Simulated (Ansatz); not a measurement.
```
CELL_PARAMETERS angstrom
      4.28143     0.00000     0.00000
     -2.14072     3.70783     0.00000
      0.00000     0.00000     6.67607
ATOMIC_POSITIONS crystal
  Mg 0.66667 0.33333 0.49417
  Mg 0.33333 0.66667 0.99417
  Se 0.66667 0.33333 0.88083
  Se 0.33333 0.66667 0.38083
```

These are PBEsol with spin-orbit coupling, rigid bands (plane waves, PAW; Ansatz, a quantum-chemistry and plane-wave program) values and carry that method's errors. Condition of this run: biaxial stress xx = yy = -1 GPa (compression positive) (the target of the relaxation). How the cell was made: cell and atoms relaxed with PBEsol, then loaded as said.

Predict the hole conductivity mass (n e² τ/σ) at 300 K, by direction if it differs.

2.1 (x), 2.1 (y), 0.34 (z) mₑ.

What conductivity effective mass do dilute electrons have at 300 K?

0.197 (x), 0.197 (y), 0.187 (z) mₑ.

And the band gap?

2.28 eV at this level; semilocal functionals usually fall short of the measured gap.

Rigid bands, one relaxation time for all states, no polarons.
